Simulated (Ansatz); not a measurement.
# A computed series for BAs: response to strain and stress

The parent structure is BAs in the zinc blende structure (space group F-43m, No. 216; a = 4.783 Å). Axes: x, y, z lie along the cube axes.

Strains are applied to the cell and any free atomic positions relax; under stress the whole cell relaxes.

The values are results of r2SCAN (Ansatz, an electronic-structure program; PAW; 500 eV plane waves; scalar-relativistic without spin-orbit coupling), earlier PAW set, not measurements.

Candidates:
(a) uniaxial stress, 8 GPa compression along x
(b) uniaxial stress, 2 GPa tension along z
(c) uniaxial strain ε_xx = +2.63 %

For the base:

| Property | Result |
|---|---|
| Band gap | 1.38 eV |

Task: Order them by band gap, highest first.

Result: (b) uniaxial stress, 2 GPa tension along z (1.31 eV), (c) uniaxial strain ε_xx = +2.63 % (1.20 eV), (a) uniaxial stress, 8 GPa compression along x (0.76 eV)

Beyond what the load breaks, stability against distortions was not tested.
